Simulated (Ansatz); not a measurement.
O on the C site in metastable 2H silicon carbide: one set of geometries, relaxed with PBE, evaluated in Ansatz (PAW, plane waves to 420 eV, 500 eV under r2SCAN) with PBE, r2SCAN.

Details: 96-site cell; 2×2×2 shifted k-points; start: the C site; charged states image-corrected; energies good to tenths of an eV; flagged in the runs: a host whose relaxation on this sampling wasn't shown to rest, a strain field that reaches the edge of the cell.

```
quantity                                                               PBE  r2SCAN
--------------------------------------------------------------------  ----  ------
host gap (eV)                                                         2.31       ?
ε(+2/+1) above the VBM (eV)                                           1.46       ?
ε(+1/0) above the VBM (eV)                                            1.70       ?
largest moment on one atom at charge +1 (μB)                          0.10       ?
neutral formation energy against graphite, O2 molecule in a box (eV)  0.14       ?
```

Given the lower rungs, what does r2SCAN give?


- host gap (eV), r2SCAN: 2.68
- ε(+2/+1) above the VBM (eV), r2SCAN: 1.58
- ε(+1/0) above the VBM (eV), r2SCAN: 1.98
- largest moment on one atom at charge +1 (μB), r2SCAN: 0.12
- neutral formation energy against graphite, O2 molecule in a box (eV), r2SCAN: 0.30

Ansatz is a program for electronic structure.
